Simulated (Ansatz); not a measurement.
Partial pair distribution functions of a relaxed model of amorphous In9Ga9Zn9O41Nb2, broadened by 0.06 Å; density 5.77 g/cm³. Level of theory: PBE, scalar-relativistic without spin-orbit coupling (plane waves to 420 eV, PAW; Ansatz, an electronic-structure program).

It comes from a melt-quench run on a machine-learned potential (CHGNet), relaxed afterwards by DFT. O atoms were pushed apart under 1.9 Å during the dynamics, to hinder bonds among them. The hot cell started wider than the set density and was brought back towards it in steps. It is the lowest in DFT energy of 2 quenches. It is a model cell: composition and starting density were chosen by hand, and all elements were melted together. No dispersion term was used. Its density started from a set value of 5.77 and ended at 5.77 g/cm³. The quench (nominally 260 K/ps over its main leg) was far faster than any real one, so the model tends to hold more defects than a real film. Values belong to this one cell and scatter from quench to quench. The volume was held where the preparation left it and the shape relaxed, at a PBE pressure of 0.3 GPa.

```json
[
 {"r (Å)": "1.75", "g In-O": "0.00", "g Zn-O": "0.01", "g In-In": "0.00", "g Ga-Ga": "0.00"},
 {"r (Å)": "1.85", "g In-O": "0.01", "g Zn-O": "0.83", "g In-In": "0.00", "g Ga-Ga": "0.00"},
 {"r (Å)": "1.95", "g In-O": "0.64", "g Zn-O": "6.14", "g In-In": "0.00", "g Ga-Ga": "0.00"},
 {"r (Å)": "2.05", "g In-O": "4.75", "g Zn-O": "7.09", "g In-In": "0.00", "g Ga-Ga": "0.00"},
 {"r (Å)": "2.15", "g In-O": "6.81", "g Zn-O": "2.84", "g In-In": "0.00", "g Ga-Ga": "0.00"},
 {"r (Å)": "2.25", "g In-O": "4.16", "g Zn-O": "0.71", "g In-In": "0.00", "g Ga-Ga": "0.00"},
 {"r (Å)": "2.35", "g In-O": "1.40", "g Zn-O": "0.23", "g In-In": "0.00", "g Ga-Ga": "0.00"},
 {"r (Å)": "2.45", "g In-O": "0.33", "g Zn-O": "0.12", "g In-In": "0.00", "g Ga-Ga": "0.00"},
 {"r (Å)": "2.55", "g In-O": "0.20", "g Zn-O": "0.08", "g In-In": "0.00", "g Ga-Ga": "0.00"},
 {"r (Å)": "2.65", "g In-O": "0.10", "g Zn-O": "0.42", "g In-In": "0.00", "g Ga-Ga": "0.00"},
 {"r (Å)": "2.75", "g In-O": "0.29", "g Zn-O": "0.47", "g In-In": "0.00", "g Ga-Ga": "0.00"},
 {"r (Å)": "2.85", "g In-O": "0.33", "g Zn-O": "0.36", "g In-In": "0.00", "g Ga-Ga": "0.00"},
 {"r (Å)": "2.95", "g In-O": "0.27", "g Zn-O": "0.18", "g In-In": "0.00", "g Ga-Ga": "0.02"},
 {"r (Å)": "3.05", "g In-O": "0.20", "g Zn-O": "0.23", "g In-In": "0.00", "g Ga-Ga": "0.63"},
 {"r (Å)": "3.15", "g In-O": "0.23", "g Zn-O": "0.31", "g In-In": "0.00", "g Ga-Ga": "1.68"},
 {"r (Å)": "3.25", "g In-O": "0.50", "g Zn-O": "0.96", "g In-In": "0.28", "g Ga-Ga": "4.19"},
 {"r (Å)": "3.35", "g In-O": "0.70", "g Zn-O": "0.97", "g In-In": "1.67", "g Ga-Ga": "4.50"},
 {"r (Å)": "3.45", "g In-O": "0.63", "g Zn-O": "1.23", "g In-In": "2.42", "g Ga-Ga": "1.25"},
 {"r (Å)": "3.55", "g In-O": "0.84", "g Zn-O": "1.36", "g In-In": "4.01", "g Ga-Ga": "1.87"},
 {"r (Å)": "3.65", "g In-O": "1.21", "g Zn-O": "0.85", "g In-In": "3.94", "g Ga-Ga": "1.29"},
 {"r (Å)": "3.75", "g In-O": "1.38", "g Zn-O": "0.86", "g In-In": "2.37", "g Ga-Ga": "0.10"},
 {"r (Å)": "3.85", "g In-O": "0.95", "g Zn-O": "1.20", "g In-In": "1.67", "g Ga-Ga": "0.00"},
 {"r (Å)": "3.95", "g In-O": "0.98", "g Zn-O": "0.84", "g In-In": "2.40", "g Ga-Ga": "0.00"},
 {"r (Å)": "4.05", "g In-O": "1.38", "g Zn-O": "0.89", "g In-In": "0.75", "g Ga-Ga": "0.03"},
 {"r (Å)": "4.15", "g In-O": "1.17", "g Zn-O": "1.21", "g In-In": "0.04", "g Ga-Ga": "0.49"},
 {"r (Å)": "4.25", "g In-O": "0.58", "g Zn-O": "0.93", "g In-In": "0.08", "g Ga-Ga": "0.46"},
 {"r (Å)": "4.35", "g In-O": "0.75", "g Zn-O": "0.87", "g In-In": "0.97", "g Ga-Ga": "0.55"},
 {"r (Å)": "4.45", "g In-O": "1.10", "g Zn-O": "1.05", "g In-In": "0.85", "g Ga-Ga": "1.06"},
 {"r (Å)": "4.55", "g In-O": "1.15", "g Zn-O": "1.32", "g In-In": "0.74", "g Ga-Ga": "0.42"},
 {"r (Å)": "4.65", "g In-O": "1.27", "g Zn-O": "1.72", "g In-In": "0.99", "g Ga-Ga": "0.50"},
 {"r (Å)": "4.75", "g In-O": "1.60", "g Zn-O": "1.48", "g In-In": "0.69", "g Ga-Ga": "0.12"}
]
```

Within 2.60 Å each In has 5.00 O neighbours on average.
